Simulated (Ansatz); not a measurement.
The cell is made up: elements placed on another compound's structure type, so the phase may be hypothetical.

By PBEsol, the system below comes out a metal.

Without scattering a metal conducts by its projected Fermi surface.

Data:

```
CELL_PARAMETERS angstrom
      4.15061     0.00000     0.00000
      0.00000     5.86985     0.00000
      0.00000     2.93492     2.93492
ATOMIC_POSITIONS crystal
  Al 0.00000 0.00000 0.00000
  Pt 0.50000 0.00000 0.50000
  Pt 0.50000 0.50000 0.50000
  Pt 0.00000 0.50000 0.00000
  B  0.50000 0.50000 0.00000
```

Space group of this cell: Pm-3m, cubic perovskite. The cell was relaxed by PBE-D3(BJ).

The current flows along the normal of the first two printed cell vectors. No spin-orbit coupling; the value is a mean over 0.1 eV about the Fermi level.

Q: Estimate the ballistic conductance per area that PBEsol run with Ansatz (a program for electronic structure) returns for this system.

A: 0.64 × 10¹⁵ S/m² for both spins.
